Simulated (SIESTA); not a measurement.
Input and output of a self-consistent single point for BaNiF₆ (R-3m, 8 atoms in the cell) (SIESTA).

Method: GGA PBEsol, numerical atomic orbitals DZP, PseudoDojo PBEsol standard norm-conserving potentials (rewritten from UPF to PSML) in SIESTA.

```
BaNiF6
1.0
    3.58404     2.06925     2.27840
   -3.58404     2.06925     2.27840
    0.00000    -4.13850     2.27840
Ba Ni F
1 1 6
Direct
  0.50000   0.50000   0.50000
  0.00000   0.00000   0.00000
  0.73484   0.73484   0.07365
  0.26516   0.26516   0.92635
  0.07365   0.73484   0.73484
  0.92635   0.26516   0.26516
  0.73484   0.07365   0.73484
  0.26516   0.92635   0.26516
```

Reference input (self-consistent single point, DFT, LDA PW92, numerical atomic orbitals DZP, PseudoDojo LDA standard norm-conserving potentials (rewritten from UPF to PSML)): XC.functional = LDA; XC.authors = PW92; potentials = PseudoDojo LDA standard; PAO.BasisSize = DZP; PAO.EnergyShift = 0.005 Ry; MeshCutoff = 400 Ry; kgrid.MonkhorstPack = 4 4 4; OccupationFunction = FD; ElectronicTemperature = 0.05 eV; MaxSCFIterations = 150; SCF.Mixer.Method = Broyden; SCF.Mixer.Weight = 0.1. This run's input differs from it in these lines:

```diff
@@ -1,2 +1,2 @@
-# files in the folder: Ba.psml Ni.psml F.psml (PseudoDojo LDA standard)
+# files in the folder: Ba.psml Ni.psml F.psml (PseudoDojo PBEsol standard)
 SystemName  BaNiF6
@@ -29,4 +29,4 @@
 
-XC.functional                LDA
-XC.authors                   PW92
+XC.functional                GGA
+XC.authors                   PBEsol
 PAO.BasisSize                DZP
```

Output, abridged:

```
        iscf     Eharris(eV)        E_KS(eV)     FreeEng(eV)     dDmax    Ef(eV) dHmax(eV)
   scf:    1    -9231.584637    -9305.025048    -9305.025048  1.702187 -2.805178 39.624290
   scf:    2    -9337.104201    -9322.555505    -9322.555505  0.424128 -5.459432 24.704820
   scf:    3    -9316.862992    -9331.531819    -9331.531819  0.581836 -8.536045 13.079498
   scf:    4    -9328.276768    -9329.967471    -9329.967473  0.033112 -8.593355 15.808957
   scf:    5    -9327.793319    -9328.902463    -9328.902468  0.019426 -8.623506 17.424652
   [... 13 lines left out ...]
   scf:   19    -9334.924340    -9334.924340    -9334.924340  0.000033 -7.861475  0.000697
   scf:   20    -9334.924340    -9334.924340    -9334.924340  0.000021 -7.861427  0.000421
   scf:   21    -9334.924340    -9334.924340    -9334.924340  0.000013 -7.861392  0.000328
   scf:   22    -9334.924340    -9334.924340    -9334.924340  0.000009 -7.861369  0.000293
SCF Convergence by DM+H criterion
max |DM_out - DM_in|         :     0.0000085896
max |H_out - H_in|      (eV) :     0.0002926039
SCF cycle converged after 22 iterations

Using DM_out to compute the final energy and forces

siesta: E_KS(eV) =            -9334.9243

siesta: E_KS - E_eggbox =     -9334.9243

siesta: Atomic forces (eV/Ang):
     1   -0.000000    0.000000   -0.000000
     2    0.000000   -0.000000    0.000000
     3   -0.000000   -0.869987   -0.605380
     4    0.000000    0.869987    0.605380
     5    0.753429    0.434992   -0.605378
     6   -0.753429   -0.434992    0.605378
     7   -0.753429    0.434992   -0.605378
     8    0.753429   -0.434992    0.605378
   Tot    0.000000   -0.000000   -0.000000
   Max    0.869987
   Res    0.529943    sqrt( Sum f_i^2 / 3N )
   Max    0.869987    constrained

   [... lines left out ...]
siesta: FreeEng =     -9334.924340
   [... lines left out ...]
siesta:    -0.050057   -0.000000    0.000000
siesta:     0.000000   -0.050057   -0.000000
siesta:     0.000000   -0.000000   -0.052827

siesta: Cell volume =        101.383357 Ang**3

siesta: Pressure (static):
siesta:                Solid            Molecule  Units
siesta:           0.00055525          0.00107956  Ry/Bohr**3
siesta:           0.05098038          0.09912047  eV/Ang**3
siesta:          81.67956932        158.80850572  kBar
```

The run converged in 22 iterations. Against the reference run the pressure goes from 2.59 to 8.17 GPa, the largest force goes from 0.795 to 1.060 eV/Å and the gap on the mesh goes from 1.368 to 1.442 eV.

The starting cell comes from a database of computed structures (which also holds hypothetical and non-ambient phases and stackings), without a prior relaxation at this level. Its lattice was rescaled by a random factor within 2.5 % of one. Values carry the incompleteness of an atom-centred basis. The basis of the alkali or alkaline-earth atoms may lack their empty d shell, which can raise the gap. With a pressure of about 8 GPa the cell is away from its equilibrium volume at this level. Forces in this geometry exceed 1 eV/Å.

Cost on one core of a shared machine: roughly 2 min.
